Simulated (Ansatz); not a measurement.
Given:

```yaml
crystal:
  lattice:
    - [0.00000, 2.31024, 2.23652]
    - [2.31024, 0.00000, 2.23652]
    - [2.31024, 2.31024, 0.00000]
  atoms:
    - { symbol: B, position: [0.00000, 0.00000, 0.00000] }
    - { symbol: P, position: [0.25000, 0.25000, 0.25000] }
```

All values below come from r2SCAN with spin-orbit coupling, rigid bands (plane waves, PAW; Ansatz, an electronic-structure program). Condition of this run: biaxial stress in (001) of -8 GPa (compression positive) (the target of the relaxation). Geometry: cell and atoms relaxed with PBEsol, then loaded as said.

What conductivity effective mass do dilute electrons have at 300 K?

0.23 (x), 0.23 (y), 1.22 (z) mₑ.

Predict the hole conductivity mass (n e² τ/σ) at 300 K, by direction if it differs.

0.27 (x), 0.27 (y), 0.42 (z) mₑ.

And the band gap?

0.94 eV at this level; semilocal functionals usually fall short of the measured gap.

Rigid bands, one relaxation time for all states, no polarons. Geometry: cell and atoms relaxed with PBEsol.
